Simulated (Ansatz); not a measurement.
Start from Cu₃N (space group Pm-3m, No. 221).

```xyz
4
Lattice="3.7649 0.0000 0.0000 0.0000 3.7649 0.0000 0.0000 0.0000 3.7649" Properties=species:S:1:pos:R:3 pbc="T T T"
N      0.0000     0.0000     0.0000
Cu     1.8825     0.0000     0.0000
Cu     0.0000     0.0000     1.8825
Cu     0.0000     1.8825     0.0000
```

Calculations: PBEsol, PAW, 420 eV (Ansatz, an electronic-structure program; scalar-relativistic without spin-orbit coupling).

Base values:

```
Item                   Value
-------------------  -------
Lattice parameter a  3.765 Å
Band gap                zero
```

Now apply this change: cell and atoms relaxed at a pressure of 2.1 GPa.

**Question.** What happens to the lattice parameter a and band gap?

**Answer.** The lattice parameter a decreases by 0.019 Å (3.765 Å → 3.746 Å); the band gap is still zero.

Load acts through the strain it causes; cell and atoms are relaxed under it. Whether these cells are dynamically stable was not tested. The final runs are not spin-polarised. Gaps under 0.05 eV, about the width of the smearing, are given as zero. The zero or small gap of Cu3N can change with the level of theory.
